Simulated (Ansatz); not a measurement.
The reference is Au in the fcc (Cu type) structure (space group Fm-3m, No. 225; a = 4.0481 Å).

Level of theory: Ansatz (a program for electronic structure) LDA, no SOC.

For the base:

| Item | Value |
|---|---|
| Volume per atom | 16.58 Å³ |

The change: cell and atoms relaxed at a pressure of 9 GPa.

Problem. Estimate the effect on the volume per atom.

Solution. The volume per atom shrinks by 0.67 Å³, from 16.58 Å³ to 15.91 Å³.

Load acts through the strain it causes; cell and atoms are relaxed under it. No phonon test of stability was made. No other phases were tried under pressure.
